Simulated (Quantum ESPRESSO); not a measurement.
A self-consistent single point of LaGe₃Ru (I4mm, 5 atoms in the cell) with Quantum ESPRESSO.

Method of the run: PBEsol, GBRV 1.5 ultrasoft (PBESOL) pseudopotentials (plane waves; Quantum ESPRESSO).

```xyz
5
Lattice="-2.2185 2.2185 5.0700 2.2185 -2.2185 5.0700 2.2185 2.2185 -5.0700" Properties=species:S:1:pos:R:3 pbc="T T T"
La     0.0000     0.0000    10.1239
Ge     0.0000     0.0000     4.3097
Ge     2.2185     0.0000     2.6285
Ge     0.0000     2.2185     2.6285
Ru     0.0000     0.0000     6.6837
```

Reference input (self-consistent single point, DFT, PBEsol, plane waves, GBRV 1.5 ultrasoft (PBESOL) pseudopotentials): ecutwfc = 50 Ry; ecutrho = 400 Ry; occupations = smearing; smearing = marzari-vanderbilt; degauss = 0.019992 Ry; K_POINTS = automatic 6 6 6 1 1 1; conv_thr = 1e-10 Ry; mixing_beta = 0.7. This run's input differs from it in these lines:

```diff
@@ -19,3 +19,3 @@
 &ELECTRONS
-  conv_thr = 1.0d-10
+  conv_thr = 1.0d-5
   mixing_beta = 0.7
```

The program printed (abridged):

```
     Self-consistent Calculation

     iteration #  1     ecut=    50.00 Ry     beta= 0.70

     negative rho (up, down):  1.308E-01 0.000E+00

     total energy              =    -935.66723885 Ry
     estimated scf accuracy    <       1.09626988 Ry

     iteration #  2     ecut=    50.00 Ry     beta= 0.70

     negative rho (up, down):  1.198E-01 0.000E+00

     total energy              =    -934.63523303 Ry
     estimated scf accuracy    <      11.59772043 Ry

     iteration #  3     ecut=    50.00 Ry     beta= 0.70

     negative rho (up, down):  1.222E-01 0.000E+00

     total energy              =    -936.16944664 Ry
     estimated scf accuracy    <       0.76635201 Ry

   [... 4 blocks of this kind left out ...]

     iteration #  8     ecut=    50.00 Ry     beta= 0.70

     negative rho (up, down):  1.272E-01 0.000E+00

     total energy              =    -936.25232062 Ry
     estimated scf accuracy    <       0.00001083 Ry

     iteration #  9     ecut=    50.00 Ry     beta= 0.70

     negative rho (up, down):  1.272E-01 0.000E+00
     End of self-consistent calculation

     the Fermi energy is    13.2999 ev

!    total energy              =    -936.25232003 Ry
     estimated scf accuracy    <       0.00000294 Ry
     smearing contrib. (-TS)   =       0.00032362 Ry
     internal energy E=F+TS    =    -936.25264365 Ry

     convergence has been achieved in   9 iterations

     negative rho (up, down):  1.272E-01 0.000E+00

     Forces acting on atoms (cartesian axes, Ry/au):

     atom    1 type  1   force =     0.00000000    0.00000000    0.00061072
     atom    2 type  2   force =     0.00000000    0.00000000    0.00310094
     atom    3 type  2   force =     0.00000000    0.00000000   -0.00243471
     atom    4 type  2   force =    -0.00000000   -0.00000000   -0.00243471
     atom    5 type  3   force =     0.00000000    0.00000000    0.00115775

   [... lines left out ...]
     Total force =     0.004815     Total SCF correction =     0.002766
   [... lines left out ...]

     negative rho (up, down):  1.272E-01 0.000E+00
          total   stress  (Ry/bohr**3)                   (kbar)     P=      -30.03
  -0.00020956  -0.00000000  -0.00000000          -30.83       -0.00       -0.00
   0.00000000  -0.00020956   0.00000000            0.00      -30.83        0.00
  -0.00000000   0.00000000  -0.00019334           -0.00        0.00      -28.44

   JOB DONE.
```

The run converged in 9 iterations. Against the reference run the free energy is nearly the same (within 1 meV/atom), the pressure goes from -2.82 to -3.00 GPa and the largest force goes from 0.048 to 0.080 eV/Å. The full log also holds: “SCF correction compared to forces is large: reduce conv_thr to get better values”.

The starting cell comes from a database of computed structures (which also holds hypothetical and non-ambient phases and stackings), without a prior relaxation at this level. Spin polarisation is off. With a pressure of about -3 GPa the cell is away from its equilibrium volume at this level.

Cost on one core of a shared machine: roughly 3 min.
